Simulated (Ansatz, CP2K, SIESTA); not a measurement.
# One structure in several programs: TiSb₂ (P1, 6 atoms in the cell)

Self-consistent single point, at a second geometry (atoms moved at random). First geometry:

```xyz
6
Lattice="-3.3515 3.3515 2.8980 3.3515 -3.3515 2.8980 3.3515 3.3515 -2.8980" Properties=species:S:1:pos:R:3 pbc="T T T"
Ti     0.0000     0.0000     1.4490
Ti     0.0000     0.0000     4.3470
Sb     2.3323     1.0191     2.8980
Sb     1.0191     2.3323     0.0000
Sb    -1.0191     2.3323     2.8980
Sb     4.3706     1.0191     0.0000
```

Second geometry:
```xyz
6
Lattice="-3.3515 3.3515 2.8980 3.3515 -3.3515 2.8980 3.3515 3.3515 -2.8980" Properties=species:S:1:pos:R:3 pbc="T T T"
Ti    -0.0389    -0.0707     1.4700
Ti     0.0111     0.0147     4.3276
Sb     2.2747     0.9974     2.8532
Sb     1.0590     2.3246    -0.0070
Sb    -0.9956     2.3479     2.9548
Sb     4.3926     1.0890    -0.0065
```

Shared settings, as Ansatz (a first-principles code) writes them: kpoints.mp_grid.grid = 5 5 5; scf.occupations.method = fermi_dirac; scf.occupations.width = 0.1 eV. Potentials and cutoffs stand in the table.

| code | model | ΔF from the first geometry (meV/atom) | pressure (GPa) | largest force (eV/Å) | cutoff |
|---|---|---|---|---|---|
| SIESTA | GGA PBEsol, numerical atomic orbitals DZP, PseudoDojo PBEsol standard norm-conserving potentials (rewritten from UPF to PSML) | 14.5 | -0.56 | 0.954 | grid 300 Ry |
| CP2K | PBEsol, GPW, DZVP-MOLOPT-SR-GTH basis, GTH-PBE potentials (GTH_POTENTIALS) | 15.2 | 0.67 | 0.936 | grid 600 Ry |
| Ansatz | PBEsol, default PAW files made with PBE | 15.1 | -2.92 | 0.888 | default |

Size of the force on each atom (eV/Å): Sizes of forces hide their directions.

```csv
code,Ti1,Ti2,Sb3,Sb4,Sb5,Sb6
SIESTA,0.954,0.507,0.500,0.575,0.453,0.655
CP2K,0.936,0.487,0.511,0.556,0.435,0.621
Ansatz,0.888,0.456,0.487,0.548,0.353,0.605
```

On Ansatz's run: spin-orbit coupling is off. Spin polarisation is off.

The spread over the programs that give each value: ΔF from the first geometry within 0.7 meV/atom; pressure within 3.59 GPa; largest force within 0.066 eV/Å.

SIESTA and CP2K use small atom-centred bases, whose incompleteness enters pressures, forces and empty levels differently from a plane-wave cutoff. Ansatz's pressure is given at a fixed set of plane waves, as the other plane-wave codes print theirs; with its correction for the finite basis it is -2.88 GPa.

The starting cell comes from a database of computed structures (which also holds hypothetical and non-ambient phases and stackings), without a prior relaxation at this level. For this run, on top of that: atoms moved at random.

Keys are those of Ansatz 0.2.
